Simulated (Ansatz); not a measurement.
An Ansatz (a first-principles code) run: Os with a change (tensor shear ε_xy = −3.33 %); r2SCAN/PAW in Ansatz, no spin-orbit coupling, earlier PAW set.

Input:

Ansatz 0.2 input:
```yaml
crystal:
  lattice:
    - [2.7384727857, -0.0911911437, 0]
    - [-1.44821024, 2.4171825718, 0]
    - [0, 0, 4.319327331]
  atoms:
    - { symbol: Os, position: [0.3333333333, 0.6666666667, 0.75] }
    - { symbol: Os, position: [0.6666666667, 0.3333333333, 0.25] }
basis: { ecutwfc: 500, ecutrho_ratio: 4, xc_grid: 4, fft_grid_basis: typed }
kpoints: { mp_grid: { grid: [24, 24, 13] } }
hamiltonian:
  xc: r2scan
  dispersion: none
  pseudopotentials: { azcp: { folder: ./paw }, kind: paw }
scf: { occupations: { method: fermi_dirac, width: 0.1 }, convergence: { dr2_threshold: 0.0000000002 } }
relax: { f_tol: 0.005, max_steps: 50 }
output: { forces: true, stress: true }
checkpoint: { write: state.ck, write_every: 1000 }
```

Output (explanatory and most iteration lines left out):

```
Relaxation: its limit of steps is 50 (relax.max_steps)
Pseudopotential: Os, paw, valence charge 16
Crystal: 2 atoms, lattice volume = 28.021 Å³
Basis set: ecut = 500 eV, 703 PW (Γ), exchange–correlation on 80×96×128 points (64 copies of the dense FFT grid, shifted against one another)
Bands: 20, of which v1, the nominal top of the filled ones, is band 16 counted from 1 (15 counted from 0)
Symmetry: 4 space group operations
Space group: P21/m (ITA 11), of the structure as read, at distance tolerance 3.0e-5 Å
k-points: 2030 of 7488
Functional: x = r2scan, c = r2scan; τ floored in thin density (d = 2e-4 eV/Å³)
SCF iter   1: F=—  HF=-22797.618135 eV  |F-HF|=—  |Δ(HF+E_count)|=         —  Δρ=5.23e-2  dr2=6.34e-1  dr2_τ=5.31e-2  ethr=1.99e-3  ⟨swp⟩=1.0  Hψ=230910  notcnv=0
SCF iter   2: F=—  HF=-22797.556026 eV  |F-HF|=—  |Δ(HF+E_count)|=   6.21e-2  Δρ=2.89e-2  dr2=1.71e-1  dr2_τ=1.70e-2  ethr=1.98e-3  ⟨swp⟩=2.6  Hψ=69000  notcnv=0
SCF 1 converged in 8 iterations: F = -22797.555055 eV  dr2 = 1.17e-10
relax step   1: F+E_penalty+E_count = -22797.55505460 eV  Δ(F+E_penalty+E_count) = +0.000e0 eV  max|allowed force component| = 1.723e-1 eV/Å  Δτ_max = 0.0000 Å  (8 SCF iters, accepted)
Crystal: 2 atoms, lattice volume = 28.021 Å³
SCF iter   1: F=—  HF=-22797.510017 eV  |F-HF|=—  |Δ(HF+E_count)|=         —  Δρ=2.78e-3  dr2=7.25e-4  dr2_τ=1.00e-1  ethr=2.33e-6  ⟨swp⟩=2.1  Hψ=156775  notcnv=0
SCF iter   2: F=—  HF=-22797.552830 eV  |F-HF|=—  |Δ(HF+E_count)|=   4.28e-2  Δρ=1.86e-3  dr2=3.62e-4  dr2_τ=3.32e-5  ethr=2.27e-6  ⟨swp⟩=2.3  Hψ=75274  notcnv=0
SCF 2 converged in 9 iterations: F = -22797.553028 eV  dr2 = 6.44e-12
relax step   2: F+E_penalty+E_count = -22797.55302787 eV  Δ(F+E_penalty+E_count) = +2.027e-3 eV  max|allowed force component| = 2.605e-1 eV/Å  Δτ_max = 0.0224 Å  (9 SCF iters, rejected (line search))
Crystal: 2 atoms, lattice volume = 28.021 Å³
SCF iter   1: F=—  HF=-22797.540738 eV  |F-HF|=—  |Δ(HF+E_count)|=         —  Δρ=1.67e-3  dr2=2.59e-4  dr2_τ=3.68e-2  ethr=8.31e-6  ⟨swp⟩=3.0  Hψ=125453  notcnv=0
SCF iter   2: F=—  HF=-22797.556513 eV  |F-HF|=—  |Δ(HF+E_count)|=   1.58e-2  Δρ=1.13e-3  dr2=1.34e-4  dr2_τ=1.22e-5  ethr=8.10e-7  ⟨swp⟩=2.0  Hψ=90384  notcnv=0
SCF 3 converged in 8 iterations: F = -22797.556591 eV  dr2 = 1.25e-10
relax step   3: F+E_penalty+E_count = -22797.55659132 eV  Δ(F+E_penalty+E_count) = -1.537e-3 eV  max|allowed force component| = 5.960e-3 eV/Å  Δτ_max = 0.0089 Å  (8 SCF iters, accepted)
Crystal: 2 atoms, lattice volume = 28.021 Å³
SCF iter   1: F=—  HF=-22797.556579 eV  |F-HF|=—  |Δ(HF+E_count)|=         —  Δρ=5.04e-5  dr2=2.33e-7  dr2_τ=3.31e-5  ethr=7.29e-9  ⟨swp⟩=2.9  Hψ=114547  notcnv=0
SCF iter   2: F=—  HF=-22797.556593 eV  |F-HF|=—  |Δ(HF+E_count)|=   1.42e-5  Δρ=3.39e-5  dr2=1.18e-7  dr2_τ=1.08e-8  ethr=7.28e-10  ⟨swp⟩=2.0  Hψ=90386  notcnv=0
SCF 4 converged in 5 iterations: F = -22797.556593 eV  dr2 = 3.50e-11
relax step   4: F+E_penalty+E_count = -22797.55659294 eV  Δ(F+E_penalty+E_count) = -1.623e-6 eV  max|allowed force component| = 1.989e-3 eV/Å  Δτ_max = 0.0004 Å  (5 SCF iters, accepted)
Crystal: 2 atoms, lattice volume = 28.021 Å³
SCF iter   1: F=—  HF=-22797.556593 eV  |F-HF|=—  |Δ(HF+E_count)|=         —  Δρ=4.70e-7  dr2=3.50e-11  dr2_τ=1.20e-12  ethr=1.00e-12  ⟨swp⟩=1.7  Hψ=189855  notcnv=0
SCF iter   2: F=-22797.556593 eV  HF=-22797.556593 eV  |F-HF|=0.00e0  |Δ(HF+E_count)|=  1.46e-11  Δρ=2.20e-7  dr2=5.32e-12  dr2_τ=1.14e-12  ethr=1.00e-12  ⟨swp⟩=3.1  Hψ=114388  notcnv=0
SCF 5 converged in 2 iterations: F = -22797.556593 eV  dr2 = 5.32e-12
SCF converged after 2 iterations
Free energy (F): -22797.556593 eV
Internal energy: -22797.516678 eV  (E = F + TS)
E sigma→0 (E₀):  -22797.536636 eV
Entropy (-TS):   -0.039915 eV (-19.957 meV/atom)
Fermi energy:    25.796329 eV
--- Forces (eV/Å), atoms counted from 1 ---
  atom   1  Os    -0.00034167    -0.00198695    -0.00000000
  atom   2  Os     0.00034167     0.00198695     0.00000000
--- Stress (GPa, compression-positive) ---
        1.371921      18.016117       0.000000
       18.016117       3.840382       0.000000
        0.000000       0.000000       0.172055
  P = ⅓ Tr σ = 1.7948 GPa (17.948 kbar)
--- Relaxed structure (4 steps of the walk, 3 accepted, 0 SCFs on fresh bases) ---
  atoms:
    - { symbol: Os, position: [0.3367670626489325, 0.6670136990307599, 0.75] }
    - { symbol: Os, position: [0.6632329373510675, 0.3329863009692397, 0.24999999999999997] }
```

The cells carry an imposed strain or load. No phonon test of stability was made. All final runs are without spin polarisation. The cell was made from Os in the hcp (Mg type) structure (space group P6_3/mmc, No. 194) by this change: tensor shear ε_xy = −3.33 %.
